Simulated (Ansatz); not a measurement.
Consider interstitial F in cubic BaZrO3, charge state -1. All values below come from PBE, PAW (plane waves to 420 eV; Ansatz, a program for electronic structure).

Cell of 60 host sites held at the relaxed PBE lattice; the Γ point alone; Fermi-Dirac width 0.01 eV, spin-restricted; finite-size errors left in. Static, classical nuclei. Spin-orbit coupling is left out. The host phase is not the lowest at 0 K, so the defect can set off distortions of the whole cell. The charge state is imposed; whether it is stable for some Fermi level was not computed. Sites that were not tried may lie lower.

Barriers: single points on a 2×2×2 k-point mesh shifted by half a step at the bands' geometries (they differ from the bands' own by up to 0.11 eV, and are uncertain by about as much).

Relaxed starting cell (atoms counted from 1):

```
Ba12Zr12FO36
1.0
    8.45454     0.00000     0.00000
    0.00000     8.45454     0.00000
    0.00000     0.00000    12.68181
Ba Zr O F
12 12 36 1
Direct
  0.99079   0.99397   0.99352
  0.99017   0.00371   0.33863
  0.99268   0.99602   0.64712
  0.99296   0.48935   0.99115
  0.99242   0.48042   0.33916
  0.99398   0.48676   0.64885
  0.49222   0.98958   0.99505
  0.49916   0.98841   0.32202
  0.49041   0.97992   0.66427
  0.49001   0.49872   0.99426
  0.49725   0.50482   0.30742
  0.48976   0.51191   0.67597
  0.24093   0.24171   0.16029
  0.26421   0.24493   0.49332
  0.24232   0.24220   0.82521
  0.23614   0.74590   0.16051
  0.24546   0.74340   0.49189
  0.23697   0.74453   0.82822
  0.74421   0.24296   0.15850
  0.71718   0.24301   0.49392
  0.74005   0.24198   0.82495
  0.74931   0.74296   0.15955
  0.74530   0.74146   0.49286
  0.74537   0.74266   0.82728
  0.28036   0.00520   0.16816
  0.21821   0.99113   0.50574
  0.26741   0.00396   0.83965
  0.25678   0.50544   0.16482
  0.21514   0.49977   0.50644
  0.26263   0.50434   0.84357
  0.75069   0.00547   0.17710
  0.77755   0.99351   0.49897
  0.75396   0.00445   0.84437
  0.77432   0.50355   0.17379
  0.78146   0.49780   0.50174
  0.75697   0.50273   0.84544
  0.00367   0.25391   0.18454
  0.00706   0.23997   0.49843
  0.00197   0.26539   0.82830
  0.00161   0.78709   0.17222
  0.99709   0.74750   0.51711
  0.99927   0.76670   0.84318
  0.50498   0.27617   0.16007
  0.49633   0.13417   0.49815
  0.50320   0.26763   0.85033
  0.50575   0.75566   0.16494
  0.49697   0.74969   0.51541
  0.50268   0.75755   0.84635
  0.23364   0.25072   0.00075
  0.26962   0.25621   0.33368
  0.27478   0.25694   0.66727
  0.24562   0.75794   0.00211
  0.25472   0.74818   0.33260
  0.25464   0.74790   0.67182
  0.77225   0.24977   0.00151
  0.73454   0.25433   0.33604
  0.73198   0.25300   0.66537
  0.75807   0.75416   0.00257
  0.74508   0.74690   0.33441
  0.74306   0.75007   0.67038
  0.49877   0.40693   0.49278
```
Cell charge -1.

End state 1 differs by these moves (Å; atoms that move under 0.15 Å are left out):

| atom | element | Δx | Δy | Δz |
|---|---|---|---|---|
| 2 | Ba | 0.11 | -0.11 | 0.00 |
| 5 | Ba | -0.04 | 0.16 | -0.22 |
| 6 | Ba | -0.12 | 0.04 | 0.20 |
| 8 | Ba | -0.16 | 0.04 | 0.22 |
| 9 | Ba | -0.04 | 0.12 | -0.20 |
| 12 | Ba | 0.18 | -0.18 | 0.00 |
| 14 | Zr | -0.17 | 0.17 | 0.00 |
| 17 | Zr | -0.03 | -0.22 | 0.03 |
| 20 | Zr | 0.22 | 0.03 | -0.03 |
| 25 | O | -0.23 | -0.01 | 0.21 |
| 26 | O | 0.18 | 0.14 | -0.09 |
| 28 | O | 0.16 | 0.00 | -0.06 |
| 29 | O | -0.69 | -0.02 | -0.11 |
| 31 | O | 0.30 | -0.03 | -0.06 |
| 32 | O | -0.26 | 0.04 | 0.23 |
| 34 | O | -0.16 | 0.02 | -0.11 |
| 35 | O | -0.27 | 0.00 | 0.17 |
| 37 | O | 0.01 | 0.23 | -0.21 |
| 38 | O | -0.14 | -0.18 | 0.09 |
| 40 | O | 0.03 | -0.30 | 0.06 |
| 41 | O | -0.04 | 0.26 | -0.23 |
| 43 | O | 0.00 | -0.16 | 0.06 |
| 44 | O | 0.02 | 0.69 | 0.11 |
| 46 | O | -0.02 | 0.16 | 0.11 |
| 47 | O | 0.00 | 0.27 | -0.17 |
| 49 | O | 0.14 | -0.14 | 0.00 |
| 50 | O | -0.12 | 0.12 | 0.00 |
| 51 | O | -0.16 | 0.16 | 0.00 |
| 54 | O | -0.02 | -0.13 | -0.08 |
| 57 | O | 0.13 | 0.02 | 0.08 |
| 61 | F | -0.78 | 0.78 | 0.00 |

Problem. What is the computed forward and backward barriers to end state 1 (PBE, PAW)?

Solution. forward 0.032 eV, backward 0.032 eV; at the saddle point atom 61 has neighbours Ba at 2.46, Ba at 2.47; 2 O at 2.39, 2 O at 2.74; Zr at 2.26 Å. The check of the saddle point's order was inconclusive, and it lies on a symmetry element of the cell, where a band can be held.
